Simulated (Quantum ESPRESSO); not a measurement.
Quantum ESPRESSO run on HfN₂ (P6_3/mmc, 6 atoms in the cell): self-consistent single point.

Method of the run: PBEsol, spin-orbit coupling, PseudoDojo fully relativistic norm-conserving (PBESOL) pseudopotentials (plane waves; Quantum ESPRESSO).

```
HfN2
1.0
    3.27581     0.00000     0.00000
   -1.63790     2.83693     0.00000
    0.00000     0.00000     7.65082
Hf N
2 4
Direct
  0.33333   0.66667   0.75000
  0.66667   0.33333   0.25000
  0.00000   0.00000   0.90592
  0.00000   0.00000   0.09408
  0.00000   0.00000   0.40592
  0.00000   0.00000   0.59408
```

Reference input (self-consistent single point, DFT, PBEsol, plane waves, GBRV 1.5 ultrasoft (PBESOL) pseudopotentials): ecutwfc = 40 Ry; ecutrho = 320 Ry; occupations = fixed; potentials = {Hf: hf_pbesol_v1.uspp.F.UPF, N: n_pbesol_v1.2.uspp.F.UPF}; K_POINTS = automatic 8 8 3 0 0 0; nbnd = 26; conv_thr = 1e-09 Ry; mixing_beta = 0.7. This run's input differs from it in these lines:

```diff
@@ -14,6 +14,7 @@
   ntyp = 2
-  ecutwfc = 40
-  ecutrho = 320
+  ecutwfc = 85
   occupations = 'fixed'
-  nbnd = 26
+  nbnd = 52
+  noncolin = .true.
+  lspinorb = .true.
 /
@@ -24,4 +25,4 @@
 ATOMIC_SPECIES
-Hf   178.4900  hf_pbesol_v1.uspp.F.UPF
-N     14.0070  n_pbesol_v1.2.uspp.F.UPF
+Hf   178.4900  Hf.upf
+N     14.0070  N.upf
 ATOMIC_POSITIONS crystal
```

Output, abridged:

```
     Self-consistent Calculation

     iteration #  1     ecut=    85.00 Ry     beta= 0.70

     total energy              =    -308.32758897 Ry
     estimated scf accuracy    <       1.56546650 Ry

     iteration #  2     ecut=    85.00 Ry     beta= 0.70

     total energy              =    -308.40423448 Ry
     estimated scf accuracy    <       3.67927967 Ry

     iteration #  3     ecut=    85.00 Ry     beta= 0.70

     total energy              =    -309.04484992 Ry
     estimated scf accuracy    <       0.01912042 Ry

   [... 8 blocks of this kind left out ...]

     iteration # 12     ecut=    85.00 Ry     beta= 0.70

     total energy              =    -309.07748738 Ry
     estimated scf accuracy    <       0.00000004 Ry

     iteration # 13     ecut=    85.00 Ry     beta= 0.70
     End of self-consistent calculation

     highest occupied, lowest unoccupied level (ev):    12.5196   13.0527

!    total energy              =    -309.07748740 Ry
     estimated scf accuracy    <          4.5E-10 Ry

     convergence has been achieved in  13 iterations

     Forces acting on atoms (cartesian axes, Ry/au):

     atom    1 type  1   force =     0.00000000    0.00000000   -0.00000000
     atom    2 type  1   force =    -0.00000000   -0.00000000    0.00000000
     atom    3 type  2   force =     0.00000000   -0.00000000   -0.00161567
     atom    4 type  2   force =     0.00000000    0.00000000    0.00161567
     atom    5 type  2   force =     0.00000000    0.00000000   -0.00161567
     atom    6 type  2   force =    -0.00000000   -0.00000000    0.00161567

     Total force =     0.003231     Total SCF correction =     0.000029

          total   stress  (Ry/bohr**3)                   (kbar)     P=      -96.39
  -0.00060320  -0.00000000   0.00000000          -88.73       -0.00        0.00
  -0.00000000  -0.00060320  -0.00000000           -0.00      -88.73       -0.00
   0.00000000   0.00000000  -0.00075926            0.00        0.00     -111.69

   JOB DONE.
```

The run converged in 13 iterations. Against the reference run the pressure goes from -9.86 to -9.64 GPa, the largest force goes from 0.065 to 0.042 eV/Å and the gap on the mesh hardly changes (0.537 to 0.533 eV).

The starting cell comes from a database of computed structures (which also holds hypothetical and non-ambient phases and stackings), without a prior relaxation at this level. Its lattice was rescaled by a random factor within 2.5 % of one. With a pressure of about -10 GPa the cell is away from its equilibrium volume at this level.

Cost on one core of a shared machine: roughly 6 min.
